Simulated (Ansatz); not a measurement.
Structures of equal composition on the (111) surface of fcc Pd: a layer of Rh in place of the second plane; a layer of Rh in place of the third plane. The slabs share one bottom face, and each structure is named by its start. These are constructed structures in small cells; real faces may alloy, dewet or reconstruct in larger ones, and not all known structures of the face are among them. Slabs of about 11 Å with all that they carry, Fermi-Dirac smearing of 0.1 eV. Bottom of the slabs: a bare face, its two planes held. Relaxed from the named starts with such symmetry as they have, on meshes of like density; energies extrapolated to zero smearing; no spin-orbit coupling, no U. Spin-polarised runs, if any, are marked in brackets, and their order is one that fits the cell; the others ran without spin.

These are PBE (plane waves to 420 eV, PAW; Ansatz, an electronic-structure program) values and carry that method's errors.

### Question
Order them by energy per 1x1 cell (lowest first) at the level PBE.

### Answer
a layer of Rh in place of the third plane (0.000 eV), a layer of Rh in place of the second plane (0.042 eV)
